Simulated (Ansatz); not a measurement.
# SnS: response to strain

Base system: SnS in the GeS type structure (space group Pnma, No. 62; a = 11.155 Å, b = 4.000 Å, c = 4.261 Å). Axes: x, y, z lie along a, b, c of the conventional cell.

Strains are applied to the cell and any free atomic positions relax; under biaxial strain the out-of-plane vector relaxes too; under stress the whole cell relaxes.

Method: Kohn–Sham DFT with the PBE-D3(BJ) functional, run in Ansatz (an electronic-structure program) with PAW and 420 eV plane waves, no SOC.

| variant | band gap | gap character | smallest direct gap | volume per atom |
|---|---|---|---|---|
| base | 0.70 eV | indirect, Γ–Z (83 % along) → Y–Γ (33 % along) | 0.85 eV | 23.77 Å³ |
| biaxial strain +2.20 %, plane normal [001], relaxed out of plane | ___ | indirect, Γ–Z (83 % along) → Γ | 0.87 eV | 24.17 Å³ |
| isotropic strain +1.09 % | 0.87 eV | indirect, Γ–Z (83 % along) → Y–Γ (33 % along) | ___ | 24.55 Å³ |
| uniaxial stress, 2 GPa tension along x | ___ | indirect, Γ–Z (83 % along) → Γ | 0.87 eV | ___ |

Problem. What belongs in the blanks?

Solution. 
- biaxial strain +2.20 %, plane normal [001], relaxed out of plane, band gap: 0.67 eV
- isotropic strain +1.09 %, smallest direct gap: 0.95 eV
- uniaxial stress, 2 GPa tension along x, band gap: 0.37 eV
- uniaxial stress, 2 GPa tension along x, volume per atom: 24.41 Å³

Beyond what the load breaks, stability against distortions was not tested.
